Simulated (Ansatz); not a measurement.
The parent structure is MgO in the wurtzite structure (space group P6_3mc, No. 186; a cell from a computed database, its experimental status unchecked).

```
MgO
1.0
    3.30273     0.00000     0.00000
   -1.65136     2.86025     0.00000
    0.00000     0.00000     5.02087
Mg O
2 2
Direct
  0.33333   0.66667   0.00375
  0.66667   0.33333   0.50375
  0.33333   0.66667   0.40085
  0.66667   0.33333   0.90085
```

Cartesian axes are those of the cell as printed.

The values are results of PBEsol (Ansatz, a quantum-chemistry and plane-wave program), spin-orbit coupling left out, not measurements.

Before the change:

| Property | Value |
|---|---|
| Valence-band top at Γ | 0.00, -0.40, -0.40 eV |
| Electron mass | 0.34 mₑ (at Γ) |

It is then changed as follows: uniaxial strain ε_zz = +4.88 %, all other strain components held at zero, atoms relaxed at fixed cell.

Task: Estimate the effect on the valence-band top at Γ, energy relative to the base and electron mass.

Result: The valence-band top at Γ (three highest levels, from the VBM) becomes 0.00, -0.15, -0.15 eV (base: 0.00, -0.40, -0.40 eV); the energy goes up by 11 meV/atom; the electron mass changes from 0.34 mₑ (at Γ) to 0.33 mₑ (at Γ).

The levels and masses belong to the bands next to the band gap. Masses are band curvatures over ±0.01 Å⁻¹ around the edge. No phonon test of stability was made. This is not the structure that MgO has at room temperature and ambient pressure.
